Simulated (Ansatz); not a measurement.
System: ZrSi2 (Cmcm, No. 63). Method: r²SCAN (Ansatz, a first-principles code, plane waves, PAW).

Numerical settings: plane-wave cutoff 560 eV, 16×16×16 k mesh, Fermi–Dirac smearing 0.05 eV, scalar-relativistic PAW data made under PBE.

Cell (relaxed at this level):

```yaml
crystal:
  lattice:
    - [1.84372, -7.43534, 0.00000]
    - [1.84372, 7.43534, 0.00000]
    - [0.00000, 0.00000, 3.66672]
  atoms:
    - { symbol: Si, position: [0.55164, 0.44836, 0.25000] }
    - { symbol: Si, position: [0.44836, 0.55164, 0.75000] }
    - { symbol: Zr, position: [0.89407, 0.10593, 0.25000] }
    - { symbol: Zr, position: [0.10593, 0.89407, 0.75000] }
    - { symbol: Si, position: [0.25023, 0.74977, 0.25000] }
    - { symbol: Si, position: [0.74977, 0.25023, 0.75000] }
```

Predict the bulk modulus.


bulk modulus: 128 GPa

The run finds no gap.

Measured, for comparison: bulk modulus 170 ± 0.7 GPa (room temperature, not corrected to a static lattice; as tabulated in Wikipedia's data pages). Computed (rounded) less measured: bulk modulus -25 %.

Note: the bulk modulus is −V dP/dV from two relaxed cells at ±2 % in volume; the relaxation could not lower the start's symmetry, so the cell can be a saddle point above a distorted one.

Static lattice: no zero-point or thermal effects.
